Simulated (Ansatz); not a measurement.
## BN: pressure series

Base system: BN in the wurtzite structure (space group P6_3mc, No. 186; a = 2.523 Å, c = 4.175 Å).

Cell and atoms are relaxed at each pressure.

All numbers come from LDA (Ansatz, a quantum-chemistry and plane-wave program; PAW; 420 eV plane waves; spin-orbit coupling left out).

```
pressure (GPa)  volume per atom (Å³/atom)
--------------  -------------------------
-2                                  5.784
-1                                  5.769
0                                   5.755
0.9                                 5.742
4.5                                 5.692
9                                   5.632
15                                  5.557
22.5                                    ?
30                                  5.386
```

**Question.** Fit the third-order Birch–Murnaghan form P(V) = (3B₀/2)[(V₀/V)^(7/3) − (V₀/V)^(5/3)]·[1 + (3/4)(B₀′ − 4)((V₀/V)^(2/3) − 1)] (squares taken in P) to the rows shown and predict the withheld row.

**Answer.** Least squares on the printed values gives V₀ = 5.755 Å³/atom, B₀ = 402 GPa, B₀′ = 3.6; this predicts 5.468 Å³/atom, and the run gives 5.469 Å³/atom, in agreement.

Load acts through the strain it causes; cell and atoms are relaxed under it. No phonon test of stability was made. No other phases were tried under pressure.
